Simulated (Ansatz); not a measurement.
## PbS in the rock salt structure (space group Fm-3m, No. 225)

PbS has the cubic space group Fm-3m (No. 225), the rock salt structure, Pearson symbol cF8. Cell: a = b = c = 5.9030 Å, α = β = γ = 90.00°. Pb on 4a is surrounded by 6 S at 2.952 Å (octahedral). S on 4b is surrounded by 6 Pb at 2.952 Å (octahedral). (Neighbours: up to the widest gap in distance over summed covalent radii, below 1.35, at either atom; cation-cation and far metal-metal contacts left out.)
(The calculation used a cell of 2 atoms; values per cell refer to that cell.)

Level of theory: plane-wave PAW DFT at the PBEsol level (Ansatz, an electronic-structure program, 420 eV), spin-orbit coupling left out. Settings: 14×14×14 k-points, 0.05 eV Fermi–Dirac smearing.

```json
{
 "volume_per_atom": "25.71 Å³",
 "density": "7.73 g/cm³",
 "band_gap": "0.19 eV, direct at L",
 "electron_mass": "0.070 mₑ along k, 0.15 mₑ across",
 "Lowest conduction-band minima above the VBM": "L along ⟨111⟩ 0.19 eV; a point along ⟨110⟩, about 0.7 Å⁻¹ from Γ 1.14 eV",
 "total_energy": "-6320.462 eV/atom (σ→0; compares only within this code and set-up)"
}
```

Spin-orbit coupling, missing from the scalar runs, can matter with Pb. Masses are band curvatures over ±0.01 Å⁻¹ around the edge. Along k means along the line from Γ to the band edge. No phonon test of stability was made. The base started in Pnma and relaxed to Fm-3m at this level. A zero or small gap of PbS can be the functional's error rather than a property of the material.
